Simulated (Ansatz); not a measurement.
Results of r²SCAN-D4 (Ansatz, a program for electronic structure, PAW) for Er5Ge3 (P6₃/mcm, No. 193).

Settings: plane-wave cutoff 500 eV, 6×6×6 k mesh, Fermi–Dirac smearing 0.05 eV, spin-polarised start, scalar-relativistic PAW data made under PBE.

Computed at the level's own relaxed cell.

Predict the volume per atom, equilibrium lattice constant a and c axis length.


- volume per atom: 24.37 Å³/atom
- equilibrium lattice constant a: 8.371 Å
- c axis length: 6.425 Å

Note: the magnetic order was assumed, not searched for or taken from measurement; the 4f shell is treated without U or exact exchange, so its levels and filling can be wrong.

Spin–orbit coupling is not included.

The computed numbers hold no vibrational or temperature effects.

Cost on a shared machine: around 110 core-minutes (rough).
